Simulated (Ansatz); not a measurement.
# LaScO2F (model structure, started from the SrVO2H type, P4/mmm, No. 123, 5 atoms in the cell): properties by level of theory

```csv
level (code),equilibrium lattice constant a (Å),c axis length (Å),bulk modulus (GPa)
LDA (Ansatz),4.067,3.946,(withheld)
PBEsol (Ansatz),(withheld),(withheld),142
r²SCAN (Ansatz),(withheld),(withheld),141
```

Task: Fill in the missing entries.

Result: 
- LDA (Ansatz, a quantum-chemistry and plane-wave program), bulk modulus (GPa): 156
- PBEsol (Ansatz), equilibrium lattice constant a (Å): 4.106
- PBEsol (Ansatz), c axis length (Å): 3.995
- r²SCAN (Ansatz), equilibrium lattice constant a (Å): 4.131
- r²SCAN (Ansatz), c axis length (Å): 4.029

Caveats: the bulk modulus is −V dP/dV from two relaxed cells at ±2 % in volume (LDA, PBEsol, r²SCAN). Ansatz's density-functional and Hartree–Fock values are scalar-relativistic unless marked +SOC, with PAW data made under PBE.

Computed values are for the static lattice.

A model structure was made by putting elements into a prototype or built by hand; it is no filed structure, need not be a known phase, and can be a saddle point held by its symmetry.
